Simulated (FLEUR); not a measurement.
Band structure of NaBi (P4/mmm, 2 atoms in the cell).

```
NaBi
1.0
    3.40520     0.00000     0.00000
    0.00000     3.40520     0.00000
    0.00000     0.00000     4.86714
Na Bi
1 1
Direct
  0.50000   0.50000   0.50000
  0.00000   0.00000   0.00000
```

Method of the run: PBEsol, all-electron FLAPW (FLEUR), scalar-relativistic valence in FLEUR.

Settings: Kmax = 3.8 1/bohr; GmaxXC = 13.3 1/bohr; xcFunctional = PBEs; jspins = 1; l_soc = F; mode = hist; fermiSmearingEnergy = 0.00367493 Htr; mesh (inpgen div1-3) = 10 10 7; inpgen gamma flag = true; Gmax = 13.3 1/bohr; numbands = 0; maxIterBroyd = 25; imix = Anderson; alpha = 0.05.

The starting cell comes from a database of computed structures (which also holds hypothetical and non-ambient phases and stackings), without a prior relaxation at this level. Spin-orbit coupling is off. Values depend on the basis (sphere radii, cutoffs, local orbitals), which need not be converged.

Levels in eV from the Fermi level, bands 9 to 16:
```
point       9      10     11     12     13    14    15    16
-----  ------  ------  -----  -----  -----  ----  ----  ----
Γ      -22.17  -11.81  -1.87   0.57   3.09  3.09  6.38  6.90
X      -22.13  -10.24  -4.18  -0.18   3.14  4.69  4.69  4.76
M      -22.12   -8.74  -2.42  -2.42   1.68  2.55  5.78  6.46
Z      -22.17  -11.62  -4.08   3.27   3.27  6.34  6.56  8.08
R      -22.12  -10.13  -3.81  -1.95   1.46  4.95  8.57  9.49
A      -22.12   -8.62  -2.20  -2.20  -0.07  3.17  3.67  3.67
```
